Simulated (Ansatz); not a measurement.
# Al2O3, response to strain

Consider Al$_{2}$O$_{3}$ in the corundum structure (space group R-3c, No. 167; a = 4.729 Å, c = 12.892 Å (hexagonal axes)). Axes: x lies along a and z along c of the hexagonal cell.

Strains are applied to the cell and any free atomic positions relax.

Level of theory: Ansatz (a quantum-chemistry and plane-wave program) LDA, no spin-orbit coupling.

Notes on the quantities. energy relative to the base: free energy F; pressure: mean of the normal stresses, compression positive.

| case | band gap | energy relative to the base | pressure |
|---|---|---|---|
| base | 6.43 eV | 0 meV/atom | -0.01 GPa |
| uniaxial strain ε_xx = −2.25 % | 6.68 eV | +6.7 meV/atom | 6.26 GPa |
| uniaxial strain ε_xx = −1.50 % | 6.61 eV | +3.0 meV/atom | 4.09 GPa |
| uniaxial strain ε_xx = −0.75 % | 6.54 eV | +0.7 meV/atom | 2.00 GPa |

No phonon test of stability was made.
